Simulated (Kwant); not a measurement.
Device: wire with a row of barriers in a ZnO two-dimensional gas. Effective mass 0.3 mₑ, grid spacing 7.5 nm, hard walls, nominal width 150 nm (19 grid rows, so walls 150 nm apart), one parabolic valley, scattering region 750 nm long along x; energies count from the band bottom; Fermi energy swept from 4.4567e-05 to 0.00052923 eV. 2 barrier(s) across the wire, height 0.0069 eV, thickness 22.5 nm (about 3 grid columns), spaced by 90 nm.

Constants are typed, rounded textbook-type inputs, not results; the design itself was drawn at random and stands for no fabricated device.

Model: effective-mass tight-binding model on a square grid, one spin, coherent transport at 0 K (Kwant). Conductance is in e²/h.

Question: How many channels do the leads carry at E = 0.252 meV?

Answer: The hard-wall thresholds are n² ħ²π²/(2mW²) = n² × 0.0557 meV with W = 150 nm. √(0.252/0.0557) = 2.13, so 2.
